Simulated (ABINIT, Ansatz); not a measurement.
An ABINIT input for a self-consistent single point of Lu (P6_3/mmc, 2 atoms in the cell) (DFT, PBE, plane waves, PAW (JTH v2.0 PBE PAW)):

```
# Lu, JTH v2.0 PBE PAW
pp_dirpath "./"
pseudos "Lu.GGA_PBE-JTH.xml"
acell 3*1.0
rprim
         3.2408802301   -5.6133692198    0.0000000000
         3.2408802301    5.6133692198    0.0000000000
         0.0000000000    0.0000000000   10.2782203918
natom 2
ntypat 1
znucl 71
typat 1 1
xcart
         3.2408802301    1.8711230733    2.5695550980
         3.2408802301   -1.8711230733    7.7086652939
ecut 653 eV
pawecutdg 1306 eV
pawxcdev 0
occopt 7
tsmear 0.00734986
nband 33
kptopt 1
ngkpt 10 10 6
nshiftk 1
shiftk 0 0 0
nstep 100
toldfe 1.0e-09
prtwf 0
prtden 0
prtvol 1
```

### Question
Translate this input to Ansatz (a first-principles code).

### Answer
This is the input that was run; spellings and numerical settings could be chosen otherwise.

Ansatz 0.2 input:
```yaml
# Lu
crystal:
  lattice:
    - [1.715000, -2.970467, 0.000000]
    - [1.715000, 2.970467, 0.000000]
    - [0.000000, 0.000000, 5.439000]
  atoms:
    - { symbol: Lu, position: [0.333333, 0.666667, 0.250000] }
    - { symbol: Lu, position: [0.666667, 0.333333, 0.750000] }
kpoints:
  mp_grid: { grid: [10, 10, 6] }
hamiltonian:
  xc: pbe
  pseudopotentials: { kind: paw }
scf:
  occupations: { method: gaussian, width: 0.0147 Ry }
output:
  forces: true
  eigenvalues: true
  stress: true
```

Basis settings and potentials, where a program has them, do not carry over. This input uses DFT, PBE, plane waves, default PAW files. The width in Ry is rounded to four decimals. Both were run: pressure 2.02 GPa in ABINIT and 2.48 in Ansatz. Ansatz's pressure is the one without its finite-basis correction.

On ABINIT: the starting cell has typed, rounded lattice constants, without a prior relaxation at this level. For this run, on top of that: lattice scaled by 0.98.

On Ansatz: the starting cell has typed, rounded lattice constants, without a prior relaxation at this level. For this run, on top of that: lattice scaled by 0.98.
